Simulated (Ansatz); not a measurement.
Levels about the gap of amorphous In9Ga9Zn9O37Ca (65 atoms in a cell of 821 Å³, 5.83 g/cm³; zone centre alone, so wide bands show as single levels with stretches between that a denser mesh fills), at the geometry that PBE relaxed, where it gives 0.2 GPa on a denser mesh. Exact exchange is cut at the faces of this small cell, which leaves a finite-size error. The participation number counts the atoms over which a state spreads; weights are charges in smoothed Voronoi cells. The levels come from a single point, so bond lengths are those of that geometry. Method of the levels: HSE06, scalar-relativistic without spin-orbit coupling (Ansatz, a quantum-chemistry and plane-wave program). Sampling: the zone centre alone; Fermi-Dirac width 0.02 eV; no spin polarisation.

The cell was made by melting and quenching with the CHGNet potential and then relaxed with DFT. O atoms were pushed apart under 1.9 Å during the dynamics, to hinder bonds among them. The hot cell started wider than the set density and was brought back towards it in steps. It is the lowest in DFT energy of 2 quenches. It is a model cell: composition and starting density were chosen by hand, and all elements were melted together. No dispersion term was used. Its density started from a set value of 5.81 and ended at 5.83 g/cm³. The quench (nominally 210 K/ps over its main leg) was far faster than any real one, so the model tends to hold more defects than a real film. One small periodic cell is one sample of the glass; other quenches scatter about these values. Volume and shape were free in the relaxation.

| E - E(highest filled), eV | filling | participation number | largest on | weight O | weight In | weight Zn | weight Ga |
|---|---|---|---|---|---|---|---|
| -0.37 | filled | 25.2 | O, 3 neighbours | 0.89 | 0.03 | 0.07 | 0.01 |
| -0.34 | filled | 16.9 | O, 4 neighbours | 0.90 | 0.03 | 0.05 | 0.02 |
| -0.30 | filled | 9.1 | O, 3 neighbours | 0.92 | 0.02 | 0.04 | 0.02 |
| -0.27 | filled | 14.4 | O, 3 neighbours | 0.91 | 0.03 | 0.04 | 0.01 |
| -0.21 | filled | 20.3 | O, 3 neighbours | 0.86 | 0.03 | 0.10 | 0.01 |
| -0.16 | filled | 9.1 | O, 3 neighbours | 0.89 | 0.03 | 0.06 | 0.01 |
| 0.00 | filled | 11.7 | O, 4 neighbours | 0.83 | 0.02 | 0.13 | 0.01 |
| 2.49 | empty | 60.2 | In, 5 neighbours | 0.51 | 0.20 | 0.14 | 0.13 |
| 5.10 | empty | 31.3 | In, 5 neighbours | 0.57 | 0.28 | 0.06 | 0.08 |
| 5.39 | empty | 40.1 | In, 5 neighbours | 0.57 | 0.22 | 0.12 | 0.09 |
| 5.67 | empty | 34.6 | In, 5 neighbours | 0.57 | 0.27 | 0.10 | 0.05 |
| 5.73 | empty | 37.9 | In, 5 neighbours | 0.57 | 0.20 | 0.12 | 0.11 |
| 5.99 | empty | 45.8 | In, 5 neighbours | 0.58 | 0.21 | 0.09 | 0.12 |
| 6.09 | empty | 44.9 | In, 6 neighbours | 0.56 | 0.20 | 0.12 | 0.11 |

Most localised among these is the filled level at -0.16 eV, on a O atom, which has 3 neighbours (Ga 1.93 Å, In 2.11 Å, In 2.19 Å).
